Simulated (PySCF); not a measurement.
PySCF 2.14.0, MP2 (frozen core)/cc-pvdz: F[Si]1([SiH3])[SiH2]C[SiH2]1, 15 atoms. The geometry is a generated start, not checked to be a minimum at this level.

* **task**: mp2
* **basis**: cc-pvdz
* **two-electron scheme**: exact four-centre integrals
* **frozen core**: true
* **mf.init_guess**: minao (default)
* **mf.DIIS**: CDIIS (default)
* **mf.diis_space**: 8 (default)
* **mf.conv_tol**: 1e-09 (default)
* **basis functions (reference run)**: 145

On 4 threads, 1 BLAS thread. Build: conda-forge: OpenMP (GNU), OpenBLAS with its own threads, libcint, Libxc. Single runs; times are not shown.

Values of mol.max_memory tried: 8000 MB, 4000 MB, 2000 MB, 1000 MB, 500 MB, 300 MB, 200 MB.

Which of these memory settings still run, and by which path?

It runs down to 200 MB, the lowest tried, with the same result. At 8000 MB: SCF integrals in memory, transformation in memory. From 500 MB down: direct SCF, transformation through a file.

```tsv
mol.max_memory	path	peak memory
8000 MB	SCF integrals in memory, transformation in memory	0.71 GiB
4000 MB	SCF integrals in memory, transformation in memory	0.71 GiB
2000 MB	SCF integrals in memory, transformation in memory	0.71 GiB
1000 MB	SCF integrals in memory, transformation in memory	0.71 GiB
500 MB	direct SCF, transformation through a file	0.54 GiB
300 MB	direct SCF, transformation through a file	0.54 GiB
200 MB	direct SCF, transformation through a file	0.55 GiB
```

Peak memory is the kernel's count for the largest process, libraries included and scratch files not. The peak passes the setting at 500 MB, 300 MB, 200 MB: it is no hard cap. MP2's transformation through a file may take 2000 MB even at lower settings.
